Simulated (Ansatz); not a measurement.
Ru on the 1x1 (0001) surface of hcp Co, ferromagnetic, one in a 2x2 cell, started at the site 'bridge Co-Co (span 2.5 Å)'

Computed with PBE (plane waves to 420 eV, PAW; Ansatz, an electronic-structure program).

Slab: 17 atoms, 6.0 Å thick at the start under the adsorbate (thin: gaps and levels are the slab's own); k 7x7x1, smearing 0.1 eV, dipole-corrected; 8 atoms held, the rest relaxed; symmetry of the start imposed; spin-polarised, no spin-orbit, no U, no dispersion correction. At the end it is bonded to 3 Co. In PBE it is, or lies within 0.03 eV of, the lowest of the starts that converged.

- adsorption energy against an atom of hcp Ru: 2.07 eV
- work function of the top face: 3.68 eV
- change of the work function: -1.29 eV
- change of the step from the bottom to the top vacuum level, against the clean slab: -1.28 eV
- energy released by relaxation: 2.06 eV
- height of the binding atom over the mean of the host atoms within 0.3 Å of the top one: 1.784 Å
- magnetic moment of the cell: 29.01 μB
- nearest host atoms of the binding atom: Co at 2.35 Å, Co at 2.35 Å, Co at 2.35 Å
- largest move of a host atom: 0.12 Å
- note: in the relaxation the adsorbate left its starting site by 0.7 Å
- cost: around 70 core-minutes (rough)

A negative adsorption energy means that the adsorbate is more stable on the surface than in its reference.
